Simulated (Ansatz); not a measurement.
The reference is HgS in the rock salt structure (space group Fm-3m, No. 225; a model cell, its experimental status unchecked; relaxed with 0.1 eV smearing).

```xyz
2
Lattice="0.0000 2.7268 2.7268 2.7268 0.0000 2.7268 2.7268 2.7268 0.0000" Properties=species:S:1:pos:R:3 pbc="T T T"
S      0.0000     0.0000     0.0000
Hg     2.7268     2.7268     2.7268
```

Level of theory: PBEsol/PAW in Ansatz (a quantum-chemistry and plane-wave program), scalar-relativistic without spin-orbit coupling, earlier PAW set.

Before the change:

| Item | Value |
|---|---|
| Pressure | 0.0 GPa |

It is then changed as follows: an isotropic linear strain of −0.84 %, atoms relaxed at fixed cell.

Predict the new energy relative to the base and pressure.

The energy grows by 3.4 meV/atom; the pressure goes from zero to 2.2 GPa.

Whether these cells are dynamically stable was not tested. The final runs are not spin-polarised. This is not the structure that HgS has at room temperature and ambient pressure.
